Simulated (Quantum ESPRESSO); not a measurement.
Cost against accuracy: ecutwfc for TaN (Fm-3m, 2 atoms in the cell)

```yaml
crystal:
  lattice:
    - [-2.23454, 0.00000, 2.23454]
    - [0.00000, 2.23454, 2.23454]
    - [-2.23454, 2.23454, 0.00000]
  atoms:
    - { symbol: Ta, position: [0.50000, 0.50000, 0.50000] }
    - { symbol: N, position: [0.00000, 0.00000, 0.00000] }
```

Level of theory: PBE, GBRV 1.5 ultrasoft (PBE) pseudopotentials (plane waves; Quantum ESPRESSO 7.5).

Base settings: ecutwfc = 40 Ry; ecutrho = 320 Ry; occupations = smearing; smearing = gauss; degauss = 0.0073499 Ry; potentials = {Ta: ta_pbe_v1.uspp.F.UPF, N: n_pbe_v1.2.uspp.F.UPF}; K_POINTS = automatic 9 9 9 0 0 0; conv_thr = 1e-10 Ry; mixing_beta = 0.5.

Misses are taken against the tightest run, 80 Ry (ecutrho: 320 Ry → 640 Ry), which need not be fully converged itself. The energy is the free energy per atom.

The count of work is k-points × plane waves × bands × iterations; it is no time, and leaves out set-up, grids and terms that scale otherwise. 

The starting cell comes from a database of computed structures (which also holds hypothetical and non-ambient phases and stackings), without a prior relaxation at this level. Its lattice was rescaled by a random factor within 2.5 % of one. Spin polarisation is off. In the base run, with a pressure of about -12 GPa the cell is away from its equilibrium volume at this level.

The runs (ecutwfc): 16 Ry (ecutrho: 320 Ry → 128 Ry) | 20 Ry (ecutrho: 320 Ry → 160 Ry) | 24 Ry (ecutrho: 320 Ry → 192 Ry) | 28 Ry (ecutrho: 320 Ry → 224 Ry) | 32 Ry (ecutrho: 320 Ry → 256 Ry) | 36 Ry (ecutrho: 320 Ry → 288 Ry) | 40 Ry | 46 Ry (ecutrho: 320 Ry → 368 Ry) | 52 Ry (ecutrho: 320 Ry → 416 Ry) | 60 Ry (ecutrho: 320 Ry → 480 Ry) | 70 Ry (ecutrho: 320 Ry → 560 Ry) | 80 Ry (ecutrho: 320 Ry → 640 Ry).

### Question
Which is the coarsest setting among those run that, with all tighter ones, holds the energy within 20 meV/atom of the reference, and what does it save?

### Answer
46 Ry (ecutrho: 320 Ry → 368 Ry), off by 11 meV/atom; it needs 0.37 of the reference's count of work.

### Question
For at most 0.1 times the reference's count of work, which run misses the energy least?

### Answer
20 Ry (ecutrho: 320 Ry → 160 Ry), with a miss of 1500 meV/atom at a count of 0.086.

### Question
What does the step from 36 Ry (ecutrho: 320 Ry → 288 Ry) to 70 Ry (ecutrho: 320 Ry → 560 Ry) buy?

### Answer
It takes the miss in the energy from 47 to 1.4 meV/atom, for 3.0 times the count of work.

```tsv
ecutwfc	energy less reference (meV/atom)	pressure less reference (GPa)	count of work / reference
16 Ry (ecutrho: 320 Ry → 128 Ry)	4924.92	-232.71	0.064
20 Ry (ecutrho: 320 Ry → 160 Ry)	1450.94	-85.34	0.086
24 Ry (ecutrho: 320 Ry → 192 Ry)	399.43	-23.70	0.13
28 Ry (ecutrho: 320 Ry → 224 Ry)	163.44	-7.85	0.18
32 Ry (ecutrho: 320 Ry → 256 Ry)	82.88	-3.41	0.20
36 Ry (ecutrho: 320 Ry → 288 Ry)	47.46	-2.18	0.25
40 Ry	27.08	-1.50	0.30
46 Ry (ecutrho: 320 Ry → 368 Ry)	10.52	-0.62	0.37
52 Ry (ecutrho: 320 Ry → 416 Ry)	4.95	-0.17	0.48
60 Ry (ecutrho: 320 Ry → 480 Ry)	2.83	-0.01	0.67
70 Ry (ecutrho: 320 Ry → 560 Ry)	1.38	-0.01	0.75
80 Ry (ecutrho: 320 Ry → 640 Ry)	0.00	0.00	1.0
```
